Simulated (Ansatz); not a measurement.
Ansatz (a quantum-chemistry and plane-wave program) run on C3N4 (P1, 7 atoms in the cell): self-consistent single point.

Computed with LDA (PW92), PAW files made with PBE (plane waves; Ansatz).

The change in words: atoms moved at random. Reference geometry:
```
C3N4
1.0
    2.42164     1.39813     3.61279
   -2.42164     1.39813     3.61279
    0.00000    -2.79627     3.61279
C N
3 4
Direct
  0.49006   0.49006   0.01933
  0.01933   0.49006   0.49006
  0.49006   0.01933   0.49006
  0.65970   0.17012   0.17012
  0.17012   0.65970   0.17012
  0.17012   0.17012   0.65970
  0.66560   0.66560   0.66560
```

Reference input (self-consistent single point, DFT, LDA (PW92), plane waves, PAW files made with PBE): kpoints.mp_grid.grid = 6 6 6; hamiltonian.xc = lda; hamiltonian.pseudopotentials = {kind: paw} (the program's default PAW files); scf.occupations.method = fermi_dirac; scf.occupations.width = 0.01 eV. This run's input differs from it in these lines:

Ansatz 0.2 input:
```diff
@@ -7,9 +7,9 @@
   atoms:
-    - { symbol: C, position_ang: [0.000000, 1.316301, 3.610839] }
-    - { symbol: C, position_ang: [-1.139950, -0.658151, 3.610839] }
-    - { symbol: C, position_ang: [1.139950, -0.658151, 3.610839] }
-    - { symbol: N, position_ang: [1.185586, 0.684498, 3.612573] }
-    - { symbol: N, position_ang: [-1.185586, 0.684498, 3.612573] }
-    - { symbol: N, position_ang: [0.000000, -1.368997, 3.612573] }
-    - { symbol: N, position_ang: [0.000000, 0.000000, 7.214052] }
+    - { symbol: C, position_ang: [0.028464, 1.332866, 3.604448] }
+    - { symbol: C, position_ang: [-1.198295, -0.628925, 3.615290] }
+    - { symbol: C, position_ang: [1.168693, -0.677804, 3.569093] }
+    - { symbol: N, position_ang: [1.262032, 0.658714, 3.664529] }
+    - { symbol: N, position_ang: [-1.267382, 0.715298, 3.663145] }
+    - { symbol: N, position_ang: [0.027788, -1.451955, 3.646169] }
+    - { symbol: N, position_ang: [-0.021301, 0.051806, 7.121615] }
 kpoints:
```

Log, with long lists cut:

```
SCF iter   1: F=—  HF=-2224.024458 eV  |F-HF|=—  |Δ(HF+E_count)|=         —  Δρ=1.18e-1  dr2=8.45e0  ethr=3.10e-3  ⟨swp⟩=6.2  Hψ=11660  notcnv=0
all-band conjugate gradients solve this SCF's bands
preconditioner: auto → none
SCF iter   2: F=—  HF=-2222.105494 eV  |F-HF|=—  |Δ(HF+E_count)|=    1.92e0  Δρ=8.38e-2  dr2=4.08e0  ethr=3.10e-3  ⟨swp⟩=3.0  Hψ=6618  notcnv=0  defer=238
   [... lines left out ...]
SCF iter   7: F=—  HF=-2221.156560 eV  |F-HF|=—  |Δ(HF+E_count)|=   1.16e-4  Δρ=2.69e-4  dr2=2.84e-5  ethr=2.02e-6  ⟨swp⟩=2.0  Hψ=4265  notcnv=0  defer=240
SCF iter   8: F=—  HF=-2221.156558 eV  |F-HF|=—  |Δ(HF+E_count)|=   1.94e-6  Δρ=1.06e-4  dr2=7.85e-6  ethr=8.87e-8  ⟨swp⟩=2.1  Hψ=3987  notcnv=0  defer=240
SCF iter   9: F=—  HF=-2221.156557 eV  |F-HF|=—  |Δ(HF+E_count)|=   1.70e-6  Δρ=2.95e-5  dr2=2.63e-7  ethr=2.45e-8  ⟨swp⟩=2.0  Hψ=3650  notcnv=0  defer=240
SCF iter  10: F=-2221.156557 eV  HF=-2221.156557 eV  |F-HF|=3.38e-10  |Δ(HF+E_count)|=  2.52e-10  Δρ=1.02e-5  dr2=2.47e-8  ethr=3.13e-10  ⟨swp⟩=11.8  Hψ=12793  notcnv=0
SCF 1 converged in 10 iterations: F = -2221.156557 eV  dr2 = 2.47e-8
Free energy (F): -2221.156557 eV
Internal energy: -2221.156557 eV  (E = F + TS)
E sigma→0 (E₀):  -2221.156557 eV
Fermi energy:    5.044708 eV
--- Forces (eV/Å), atoms counted from 1 ---
  atom   1  C     -0.48907026    -1.69032143     0.48438916
  atom   2  C      2.79903922    -0.46746906     0.11407890
  atom   3  C     -2.63732924    -0.08322665     1.10124344
  atom   4  N     -4.67824343     1.30778048    -0.98223530
  atom   5  N      4.87322163    -0.78204025    -0.76946965
  atom   6  N     -1.70614553     4.48148764    -0.90876504
  atom   7  N      1.83858295    -2.76622714     0.96074380
--- Stress (GPa, compression-positive) ---
      -37.076605       2.535070      -0.262355
        2.535068     -27.467516       1.034120
       -0.262354       1.034119      -2.298026
  P = ⅓ Tr σ = -22.2807 GPa (-222.807 kbar)
  The stress holds the Pulay correction. Without it, at fixed plane waves, as pw.x and ABINIT print it: P = -22.8331 GPa
```

The run converged in 10 iterations. Against the reference run the free energy rises by 171 meV/atom, the pressure goes from -16.10 to -22.28 GPa, the largest force goes from 1.246 to 4.995 eV/Å and the gap on the mesh goes from 1.341 to 0.501 eV.

The starting cell comes from a database of computed structures (which also holds hypothetical and non-ambient phases and stackings), without a prior relaxation at this level. Its lattice was rescaled by a random factor within 2.5 % of one. For this run, on top of that: atoms moved at random. With a pressure of about -22 GPa the cell is away from its equilibrium volume at this level. Forces in this geometry exceed 1 eV/Å. Ansatz's pressure includes its estimate of the finite-basis (Pulay) stress. Without the estimate this run gives -22.83 GPa.
